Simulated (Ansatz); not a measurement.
The parent structure is BeS in the zinc blende structure (space group F-43m, No. 216; a = 4.796 Å). Axes: x, y, z lie along the cube axes.

Method: LDA/PAW in Ansatz (an electronic-structure program), without spin-orbit coupling.

Strains are applied to the cell and any free atomic positions relax.

One change was made to it. Results:

| quantity | base | after |
|---|---|---|
| smallest direct gap | 5.49 eV | 5.44 eV |
| valence-band top at Γ (three highest levels, from the VBM) | 0.00, 0.00, 0.00 eV | 0.00, 0.00, -0.11 eV |

Q: What was done to the base?
A. uniaxial strain ε_zz = −2.50 %
B. uniaxial strain ε_zz = −3.00 %
C. uniaxial strain ε_zz = +2.00 %
D. uniaxial strain ε_zz = +0.50 %

A: C, uniaxial strain ε_zz = +2.00 %. For comparison, the valence-band top at Γ in the other runs: uniaxial strain ε_zz = +0.50 % gives 0.00, 0.00, -0.03 eV; uniaxial strain ε_zz = −3.00 % gives 0.00, -0.16, -0.16 eV; uniaxial strain ε_zz = −2.50 % gives 0.00, -0.14, -0.14 eV.

Gaps are read on the SCF mesh and a high-symmetry path. Stability against distortions was not tested.
